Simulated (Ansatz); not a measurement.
An Ansatz (a first-principles code) run: C with a change (tensor shear ε_xy = +0.29 %); DFT with PBEsol, PAW potentials and a 420 eV plane-wave cutoff in Ansatz, no spin-orbit coupling.

Input:

Ansatz 0.2 input:
```yaml
crystal:
  lattice:
    - [0.0051530018, 1.7768971667, 1.7768971667]
    - [1.7768971667, 0.0051530018, 1.7768971667]
    - [1.7820501685, 1.7820501685, 0]
  atoms:
    - { symbol: C, position: [0, 0, 0] }
    - { symbol: C, position: [0.25, 0.25, 0.25] }
basis: { ecutwfc: 420, ecutrho_ratio: 4, xc_grid: 2, fft_grid_basis: typed }
kpoints: { mp_grid: { grid: [16, 16, 16] } }
hamiltonian:
  xc: pbesol
  dispersion: none
  pseudopotentials: { kind: paw }
scf: { occupations: { method: fermi_dirac, width: 0.05 }, convergence: { dr2_threshold: 0.0000000002 } }
relax: { f_tol: 0.005, max_steps: 50 }
output: { forces: true, stress: true }
checkpoint: { write: state.ck, write_every: 1000 }
```

Output (explanatory and most iteration lines left out):

```
Relaxation: its limit of steps is 50 (relax.max_steps)
Pseudopotential: C, paw, valence charge 4
Crystal: 2 atoms, lattice volume = 11.221 Å³
Basis set: ecut = 420 eV, 229 PW (Γ), exchange–correlation on 36×36×36 points (8 copies of the dense FFT grid, shifted against one another)
Bands: 8, of which v1, the nominal top of the filled ones, is band 4 counted from 1 (3 counted from 0)
Symmetry: 8 space group operations
Space group: Imma (ITA 74), of the structure as read, at distance tolerance 2.2e-5 Å
k-points: 621 of 4096
Functional: x = pbesol(κ = 0.804, μ = 0.12345679012345678), c = pbesol(β = 0.046)
SCF iter   1: F=—  HF=-493.336101 eV  |F-HF|=—  |Δ(HF+E_count)|=         —  Δρ=5.72e-3  dr2=2.97e-3  ethr=1.77e-3  ⟨swp⟩=4.7  Hψ=32207  notcnv=0
SCF iter   2: F=—  HF=-493.335319 eV  |F-HF|=—  |Δ(HF+E_count)|=   7.82e-4  Δρ=2.29e-3  dr2=4.70e-4  ethr=3.71e-5  ⟨swp⟩=1.0  Hψ=10020  notcnv=0
SCF 1 converged in 6 iterations: F = -493.335228 eV  dr2 = 5.31e-14
relax step   1: F+E_penalty+E_count = -493.33522839 eV  Δ(F+E_penalty+E_count) = +0.000e0 eV  max|allowed force component| = 2.212e-2 eV/Å  Δτ_max = 0.0000 Å  (6 SCF iters, accepted)
Crystal: 2 atoms, lattice volume = 11.221 Å³
SCF iter   1: F=—  HF=-493.335233 eV  |F-HF|=—  |Δ(HF+E_count)|=         —  Δρ=5.77e-5  dr2=1.81e-7  ethr=2.21e-9  ⟨swp⟩=1.0  Hψ=24859  notcnv=0
SCF iter   2: F=—  HF=-493.335233 eV  |F-HF|=—  |Δ(HF+E_count)|=   1.59e-7  Δρ=2.33e-5  dr2=2.43e-8  ethr=2.21e-9  ⟨swp⟩=1.8  Hψ=6513  notcnv=0
SCF 2 converged in 8 iterations: F = -493.335233 eV  dr2 = 2.42e-20
relax step   2: F+E_penalty+E_count = -493.33523325 eV  Δ(F+E_penalty+E_count) = -4.853e-6 eV  max|allowed force component| = 1.112e-2 eV/Å  Δτ_max = 0.0001 Å  (8 SCF iters, accepted)
Crystal: 2 atoms, lattice volume = 11.221 Å³
SCF iter   1: F=—  HF=-493.335235 eV  |F-HF|=—  |Δ(HF+E_count)|=         —  Δρ=5.84e-5  dr2=1.86e-7  ethr=2.31e-8  ⟨swp⟩=2.4  Hψ=17539  notcnv=0
SCF iter   2: F=—  HF=-493.335235 eV  |F-HF|=—  |Δ(HF+E_count)|=   2.52e-8  Δρ=2.35e-5  dr2=2.47e-8  ethr=2.32e-9  ⟨swp⟩=1.0  Hψ=9936  notcnv=0
SCF 3 converged in 8 iterations: F = -493.335235 eV  dr2 = 3.20e-20
relax step   3: F+E_penalty+E_count = -493.33523489 eV  Δ(F+E_penalty+E_count) = -1.639e-6 eV  max|allowed force component| = 1.568e-7 eV/Å  Δτ_max = 0.0001 Å  (8 SCF iters, accepted)
SCF converged after 8 iterations
Free energy (F): -493.335235 eV
Internal energy: -493.335235 eV  (E = F + TS)
E sigma→0 (E₀):  -493.335235 eV
Fermi energy:    15.486242 eV
--- Forces (eV/Å), atoms counted from 1 ---
  atom   1  C     -0.00000000     0.00000000     0.00000016
  atom   2  C      0.00000000    -0.00000000    -0.00000016
--- Stress (GPa, compression-positive) ---
        0.026674      -3.327148      -0.000000
       -3.327148       0.026674      -0.000000
       -0.000000      -0.000000       0.006340
  P = ⅓ Tr σ = 0.0199 GPa (0.199 kbar)
--- Relaxed structure (3 steps of the walk, 3 accepted, 0 SCFs on fresh bases) ---
  atoms:
    - { symbol: C, position: [8.258982642126976e-5, 8.258982642126976e-5, -8.258982642126975e-5] }
    - { symbol: C, position: [0.2499174101735787, 0.2499174101735787, 0.2500825898264213] }
```

The cells carry an imposed strain or load. Stability against distortions was not tested. The cell was made from C in the diamond structure (space group Fd-3m, No. 227) by this change: tensor shear ε_xy = +0.29 %.
